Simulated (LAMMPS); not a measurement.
SiO2 (stishovite, a high-pressure form) at 2520 K and zero pressure, started from the crystal, with several potentials, in cells of their own sizes.

Potentials compared:
- SiO.1990.vashishta: classical MD, pair style vashishta, file SiO.1990.vashishta (LAMMPS); P. Vashishta, R. K. Kalia, J. P. Rino, and I. Ebbsjo, Phys. Rev. B 41, 12197 (1990).
- SiO.1994.vashishta: classical MD, pair style vashishta, file SiO.1994.vashishta (LAMMPS); Nakano, Kalia, and Vashishta, J. Non-Crystal. Solids, v. 171, p. 157 (1994)
- ionic pair potential bks1990: classical MD, Buckingham potential of van Beest, Kramer and van Santen, Phys. Rev. Lett. 64, 1955 (1990), used with rigid ions (no shells), PPPM sums, short-range terms cut at 10 Å, modified for these runs by an r^-4 repulsive force inside the short-range force's maximum (LAMMPS)

| potential | state | volume | first peak of g(r), O-Si | coordination number of O by Si | mean phonon frequency | rough cost (ms per atom and simulated ps) |
|---|---|---|---|---|---|---|
| ionic pair potential bks1990 | crystal; no diffusion seen in 21 ps | 8.064 ± 0.002 Å³/atom | 1.74 Å, height 5.6 | 3.00 (counted to 2.58 Å) | 18.6 THz | 10 to 30 |
| SiO.1990.vashishta | slow or partial motion within 30 ps, no clear phase | 13.55 ± 0.01 Å³/atom | 1.61 Å, height 11.3 | 1.99 (counted to 2.46 Å) | 18.6 THz | 10 to 30 |
| SiO.1994.vashishta | slow or partial motion within 30 ps, no clear phase | 19.57 ± 0.03 Å³/atom | 1.60 Å, height 15.4 | - | 17.6 THz | 1 to 3 |

Costs are rough: whole-run CPU time with set-up and analysis, from shared machines, in bands a factor of about three wide.

Caution (row ionic pair potential bks1990): in nature this polymorph isn't the stable one over the whole range of temperature at this pressure, and short runs keep a crystal in its starting form.

Caution (row ionic pair potential bks1990): a run this short can hold a crystal over, or a liquid under, the potential's own melting point, which these runs don't give.

Caution (rows SiO.1990.vashishta; SiO.1994.vashishta): enthalpy drifts during the constant-pressure average: a transition or slow ageing; fluctuation values are void.

Caution: with SiO.1990.vashishta the 0 K volume of this crystal is 30 % off the measured one.

Caution: with SiO.1994.vashishta the 0 K volume of this crystal is 40 % off the measured one.

States go by the mean squared displacement: a species diffuses where it passes 1.5 Å², still rises and gives D over 1e-6 cm²/s; a crystal has left its structure where atoms lie 0.35 Å off their sites on average or a cubic box changes its shape by 3 %, or the axial ratios of another lie 8 % off the starting cell's, which the potential's own relaxation can also do.

Uncertainties are statistical and leave out the potential's own error.
